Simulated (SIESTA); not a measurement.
Input and output of a relaxation of cell and atoms for BiPbO₂F (Cm, 5 atoms in the cell) (SIESTA).

Method of the run: GGA PBEsol, numerical atomic orbitals TZP, PseudoDojo PBEsol standard norm-conserving potentials (rewritten from UPF to PSML) (SIESTA 5.4.2).

```
BiPbO2F
1.0
    3.46227    -2.00427     0.00000
    3.46227     2.00427     0.00000
   -0.11113     0.00000     6.51067
Bi Pb O F
1 1 2 1
Direct
  0.70179   0.70179   0.29196
  0.37806   0.37806   0.74499
  0.37059   0.37059   0.38147
  0.70794   0.70794   0.63236
  0.03334   0.03334   0.09852
```

Reference input (self-consistent single point, DFT, GGA PBEsol, numerical atomic orbitals TZP, PseudoDojo PBEsol standard norm-conserving potentials (rewritten from UPF to PSML)): XC.functional = GGA; XC.authors = PBEsol; potentials = PseudoDojo PBEsol standard; PAO.BasisSize = TZP; PAO.EnergyShift = 0.01 Ry; MeshCutoff = 400 Ry; kgrid.MonkhorstPack = 6 6 3; OccupationFunction = FD; ElectronicTemperature = 580.23 K; MaxSCFIterations = 150; SCF.Mixer.Method = Pulay; SCF.Mixer.Weight = 0.1. This run's input differs from it in these lines:

```diff
@@ -46,2 +46,7 @@
 Diag.ParallelOverK           true
+MD.TypeOfRun                 CG
+MD.Steps                     40
+MD.MaxForceTol               0.02 eV/Ang
+MD.VariableCell              true
+MD.MaxStressTol              0.05 GPa
 WriteForces                  true
```

Output, abridged:

```
        iscf     Eharris(eV)        E_KS(eV)     FreeEng(eV)     dDmax    Ef(eV) dHmax(eV)
   scf:    1    -5678.074066    -5679.391288    -5679.391288  0.818497 -4.213802  9.827505
   scf:    2    -5684.988611    -5682.419464    -5682.419464  0.038014 -3.921108  6.008421
   scf:    3    -5685.554139    -5684.826140    -5684.826140  0.067570 -3.876589  2.062018
   scf:    4    -5684.335338    -5684.776779    -5684.776779  0.042299 -4.157752  2.437303
   scf:    5    -5683.446398    -5684.182136    -5684.182136  0.016774 -4.099767  4.623047
   [... 6 lines left out ...]
   scf:   12    -5685.043987    -5685.044196    -5685.044196  0.000815 -4.019225  0.042950
   scf:   13    -5685.044206    -5685.044248    -5685.044248  0.000557 -4.015987  0.017554
   scf:   14    -5685.044260    -5685.044257    -5685.044257  0.000146 -4.016460  0.000617
   scf:   15    -5685.044257    -5685.044257    -5685.044257  0.000009 -4.016503  0.000185
SCF Convergence by DM+H criterion
max |DM_out - DM_in|         :     0.0000085194
max |H_out - H_in|      (eV) :     0.0001853730
SCF cycle converged after 15 iterations

Using DM_out to compute the final energy and forces

siesta: E_KS(eV) =            -5685.0443

siesta: E_KS - E_eggbox =     -5685.0443

siesta: Atomic forces (eV/Ang):
     1    0.020179    0.000000   -0.125010
     2   -0.049415    0.000000   -0.060265
     3   -0.004754    0.000000    0.071700
     4    0.025251   -0.000000    0.103293
     5    0.007452   -0.000000    0.011106
   Tot   -0.001286    0.000000    0.000823
   Max    0.125010
   Res    0.050832    sqrt( Sum f_i^2 / 3N )
   Max    0.125010    constrained

Stress tensor Voigt[x,y,z,yz,xz,xy] (kbar):       49.46       51.42       43.90        0.00        0.03       -0.00
   [... lines left out ...]
siesta: Pressure (static):        -48.25815320  kBar
siesta: Pressure (total):        -48.25815320  kBar
No target stress found, assuming hydrostatic MD.TargetPressure.
Target stress (kBar)
outcell: Cell volume (Ang**3)        :     81.6876
        iscf     Eharris(eV)        E_KS(eV)     FreeEng(eV)     dDmax    Ef(eV) dHmax(eV)
siesta: Pressure (static):         -0.35016252  kBar
siesta: Pressure (total):         -0.35016252  kBar
outcell: Cell volume (Ang**3)        :     81.6876
siesta: FreeEng =     -5685.199939
   [... lines left out ...]
             -0.135   0.352   0.345   0.352   0.001   0.002   0.000   0.002

              0.001

mulliken: Qtot =       48.000

Mulliken Atomic Populations:
Atom #   charge [q] valence [e]  Species
     1     0.553152   14.446848  Bi
     2     0.149884   13.850116  Pb
     3    -0.320337    6.320337  O
     4    -0.331400    6.331400  O
     5    -0.051299    7.051299  F
 Total    -0.000000
```

The run converged. 

Summary of the result:
Free energy E − TS: -5685.1999 eV
Top of the valence band (on the code's own zero): -4.93 eV
Gap on the k-point mesh: 2.22 eV
Pressure: -0.04 GPa
Largest force (vector length): 0.007 eV/Å
Final cell: a = b = 3.954 Å, c = 6.033 Å, α = β = 90.01°, γ = 60.01°
Final volume per atom: 16.34 Å³
Relaxation steps: 27

The starting cell comes from a database of computed structures (which also holds hypothetical and non-ambient phases and stackings), without a prior relaxation at this level. Spin-orbit coupling is off. Values carry the incompleteness of an atom-centred basis.

Cost on one core of a shared machine: roughly 9 min.
